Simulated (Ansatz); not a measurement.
Fluorite NiSi₂, treated with PBE in Ansatz (plane waves, PAW).

Settings: plane-wave cutoff 500 eV, 12×12×12 k mesh, Fermi–Dirac smearing 0.05 eV, no spin polarisation, scalar-relativistic PAW data made under PBE.

Computed at the level's own relaxed cell.

Q: Estimate the volume per atom and equilibrium lattice constant a that the calculation returns.

A: 
- volume per atom: 13.44 Å³/atom
- equilibrium lattice constant a: 5.443 Å

Measured, for comparison: equilibrium volume per atom 13.17 Å³/atom, lattice constant a 5.406 Å (temperature not stated, no zero-point or thermal correction; as tabulated in Wikipedia's data pages). Computed (rounded) less measured: equilibrium volume per atom +2.1 %, lattice constant a +0.7 %.

Static lattice: no zero-point or thermal effects.

It cost about 18 core-seconds (a rough figure) of CPU time.

Ansatz is a quantum-chemistry and plane-wave program.
